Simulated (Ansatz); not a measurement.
Input:

End structure of Al on the 1x1 (110) surface of bcc W, one in a 2x2 cell, started at the site 'bridge W-W (span 3.2 Å)':

```yaml
crystal:
  lattice:
    - [5.51535, 0.00000, 0.00000]
    - [-1.83845, 5.19992, 0.00000]
    - [0.00000, 0.00000, 26.00000]
  atoms:
    - { symbol: W, position: [0.25000, 0.25000, 0.37289] }
    - { symbol: W, position: [0.25000, 0.75000, 0.37289] }
    - { symbol: W, position: [0.75000, 0.25000, 0.37289] }
    - { symbol: W, position: [0.75000, 0.75000, 0.37289] }
    - { symbol: W, position: [0.00000, 0.00000, 0.45653] }
    - { symbol: W, position: [0.00000, 0.50000, 0.45653] }
    - { symbol: W, position: [0.50000, 0.00000, 0.45653] }
    - { symbol: W, position: [0.50000, 0.50000, 0.45653] }
    - { symbol: W, position: [0.25000, 0.25000, 0.54344] }
    - { symbol: W, position: [0.25000, 0.75000, 0.54335] }
    - { symbol: W, position: [0.75000, 0.25000, 0.54335] }
    - { symbol: W, position: [0.75000, 0.75000, 0.54291] }
    - { symbol: W, position: [0.99073, 0.99073, 0.62692] }
    - { symbol: W, position: [0.00543, 0.49457, 0.62922] }
    - { symbol: W, position: [0.49457, 0.00543, 0.62922] }
    - { symbol: W, position: [0.50927, 0.50927, 0.62692] }
    - { symbol: Al, position: [0.25000, 0.25000, 0.70332] }
```

Model: 17-atom slab, 6.6 Å thick at the start under the adsorbate (thin: gaps and levels are the slab's own), 6x6x1 mesh, Fermi-Dirac 0.1 eV, dipole correction, 8 atoms held, the rest relaxed; start symmetry kept, larger cells not searched; no spin, no spin-orbit, no U, no dispersion correction. At the end it is bonded to 4 W. In PBE it is, or lies within 0.03 eV of, the lowest of the starts that converged.

A negative adsorption energy means that the adsorbate is more stable on the surface than in its reference.

Question: Give the adsorption energy against an atom of fcc Al at the level PBE in Ansatz (an electronic-structure program).

Answer: -0.42 eV

Question: Estimate the change of the step from the bottom to the top vacuum level, against the clean slab that PBE returns for this input.

Answer: -0.55 eV

Question: Estimate the change of the work function that PBE returns for this input.

Answer: -0.58 eV

Question: Predict the work function of the top face from PBE.

Answer: 4.24 eV
